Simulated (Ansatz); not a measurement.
Consider MgS in the rock salt structure (space group Fm-3m, No. 225; a = 5.203 Å).

All numbers come from r2SCAN, PAW, 500 eV (Ansatz, a program for electronic structure; scalar-relativistic without spin-orbit coupling).

Base values:

| Property | Result |
|---|---|
| Width of the top valence band | 2.34 eV |
| Band gap | 3.46 eV |
| Gap character | indirect, Γ → X |

One thing is altered: full substitution Mg → Be, then cell and atoms are relaxed.

Tabulated Pauling electronegativity and covalent radius: Mg 1.31, 1.41 Å; Be 1.57, 0.96 Å.

### Question
How does this affect the width of the top valence band?

### Answer
The width of the top valence band increases by 1.71 eV (2.34 eV → 4.05 eV).

### Question
Estimate the effect on the band gap.

### Answer
The band gap decreases by 2.13 eV (3.46 eV → 1.33 eV).

### Question
What happens to the gap character?

### Answer
The gap character changes from indirect, Γ → X to indirect, K–Γ (63 % along) → X.

Stability against distortions was not tested. As relaxed here, BeS is a hypothetical phase, not in the database extracts checked.
